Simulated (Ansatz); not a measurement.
# Habitual settings against a tight run: Sr2InPt2 (C2/c, 10 atoms in the cell)

Self-consistent single point.

```
Sr2InPt2
1.0
    5.18322    -3.01475     0.00000
    5.18322     3.01475     0.00000
   -1.92545     0.00000     8.12493
Sr In Pt
4 2 4
Direct
  0.20978   0.49454   0.35302
  0.79022   0.50546   0.64698
  0.50546   0.79022   0.14698
  0.49454   0.20978   0.85302
  0.86677   0.13323   0.25000
  0.13323   0.86677   0.75000
  0.00086   0.72442   0.99782
  0.99914   0.27558   0.00218
  0.27558   0.99914   0.50218
  0.72442   0.00086   0.49782
```

Computed with PBEsol, PAW files made with PBE (plane waves; Ansatz, a first-principles code).

Base settings: basis.ecutwfc = 420 eV; kpoints.mp_grid.grid = 5 5 3; hamiltonian.xc = pbesol; hamiltonian.pseudopotentials = {kind: paw} (the program's default PAW files); scf.occupations.method = methfessel_paxton; scf.occupations.width = 0.1 eV.

Tight run (finer mesh or higher cutoff; not a proven limit): basis.ecutwfc: 420 eV → 590 eV; kpoints.mp_grid.grid: 5 5 3 → 7 7 5; scf.convergence.dr2_threshold: default (1e-07 eV) → 1e-09 eV. It gave Fermi level (on the code's own zero) 11.98 eV; pressure -2.57 GPa; largest force (vector length) 0.121 eV/Å.

Quick runs, as changes from the base:
- A: the base itself
- B: basis.ecutwfc: 420 eV → 335 eV; kpoints.mp_grid.grid: 5 5 3 → 6 6 6; scf.occupations.width: 0.1 eV → 0.136 eV; kpoints.mp_grid.shift: default → 0.5 0.5 0.5; scf.convergence.dr2_threshold: default (1e-07 eV) → 0.001 eV
- C: basis.ecutwfc: 420 eV → 295 eV; kpoints.mp_grid.grid: 5 5 3 → 4 4 4; hamiltonian.xc: pbesol → lda; kpoints.mp_grid.shift: default → 0.5 0.5 0.5 [LDA (PW92)]
- D: basis.ecutwfc: 420 eV → 210 eV; kpoints.mp_grid.grid: 5 5 3 → 4 4 4; scf.occupations.method: methfessel_paxton → gaussian; scf.occupations.width: 0.1 eV → 0.5 eV

Energies are extrapolated to zero smearing width, which holds to low order in the width alone.

Dashes: energy of C, another energy zero.

† marks runs with another functional, U, potentials or spin treatment: their distance from the tight run is not a convergence error alone.

The count of work is k-points × plane waves × bands × iterations; it is no time. 

Pressures in the table are Ansatz's without its Pulay estimate, at a fixed set of plane waves; the tight run's value above holds the estimate.

The starting cell comes from a database of computed structures (which also holds hypothetical and non-ambient phases and stackings), without a prior relaxation at this level. Its lattice was rescaled by a random factor within 2.5 % of one. Spin polarisation is off.

```
run  energy less tight (meV/atom)  pressure less tight (GPa)  largest miss in a force vector (eV/Å)  count of work / tight
---  ----------------------------  -------------------------  -------------------------------------  ---------------------
A                             0.3                      -0.02                                  0.058                   0.18
B                             8.0                      -0.60                                  0.023                   0.22
C†                              –                      -7.40                                  0.103                  0.091
D                          3390.1                    -113.54                                  0.411                  0.060
```

Among the runs at the tight run's level, the energy misses run from 0.3 to 3390.1 meV/atom.

Left out of this page: 2 runs of the series outside the window shown, repeating another row's setting, or not comparable.

Keys are those of Ansatz 0.2.
